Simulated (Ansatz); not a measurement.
Results of PBEsol in Ansatz (plane waves, PAW) for ZrIr₂ (Fd-3m, No. 227, 6 atoms in the cell; start mp-715).

Run with plane-wave cutoff 520 eV, 14×14×14 k mesh, Fermi–Dirac smearing 0.05 eV, no spin polarisation, scalar-relativistic PAW data made under PBE.

Cell (relaxed at this level):

```
Ir2Zr
1.0
    0.00000     3.67306     3.67306
    3.67306     0.00000     3.67306
    3.67306     3.67306     0.00000
Zr Ir
2 4
Direct
  0.50000   0.50000   0.50000
  0.75000   0.75000   0.75000
  0.62500   0.12500   0.12500
  0.12500   0.12500   0.62500
  0.12500   0.62500   0.12500
  0.12500   0.12500   0.12500
```

Task: Predict the bulk modulus B0.

Result: 
* **bulk modulus B0**: 270 GPa

Note: the run has no spin polarisation, so it can have missed a magnetic state; the bulk modulus is −V dP/dV from two relaxed cells at ±2 % in volume; the relaxation could not lower the start's symmetry, so the cell can be a saddle point above a distorted one.

Spin–orbit coupling is not included.

Computed values are for the static lattice.

A start named mp-… is a Materials Project structure, which need not be a measured phase.

Ansatz is a program for electronic structure.
